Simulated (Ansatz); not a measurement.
We consider AlBN2 (model structure, started from the ScAlN2 type, P3m1, No. 156, 4 atoms in the cell), described by PBEsol in Ansatz (PAW).

Run with plane-wave cutoff 520 eV, 12×12×8 k mesh (along the axes of the cell as run), Fermi–Dirac smearing 0.01 eV, scalar-relativistic PAW data made under PBE.

Cell (relaxed with PBEsol):

AlBN$_{2}$ is modelled in the trigonal space group P3m1 (No. 156), Pearson symbol hP4. Lattice parameters: a = 2.8497 Å, b = 2.8497 Å, c = 4.6651 Å, α = 90.00°, β = 90.00°, γ = 120.00°. B on 1b is coordinated by 1 N at 1.517 Å and 3 N at 1.728 Å (tetrahedral). N1 on 1b has 1 B at 1.517 Å and 3 Al at 1.800 Å (tetrahedral). Al on 1c is surrounded by 3 N at 1.800 Å and 1 N at 1.891 Å (tetrahedral). N2 on 1c is surrounded by 3 B at 1.728 Å and 1 Al at 1.891 Å (tetrahedral). (Neighbours: up to the widest gap in distance over summed covalent radii, below 1.35, at either atom; cation-cation and far metal-metal contacts left out.)

Q: Give the computed band gap and smallest direct gap on the k points sampled.

A: 
- band gap: 4.05 eV (indirect)
- smallest direct gap on the k points sampled: 5.01 eV

Note: the relaxation could raise the start's symmetry but not lower it, so the cell can be a saddle point.

The computed numbers hold no vibrational or temperature effects.

It cost roughly 13 core-seconds of CPU time.

A model structure was made by putting elements into a prototype or built by hand; it is no filed structure, need not be a known phase, and can be a saddle point held by its symmetry.

Ansatz is a program for electronic structure.
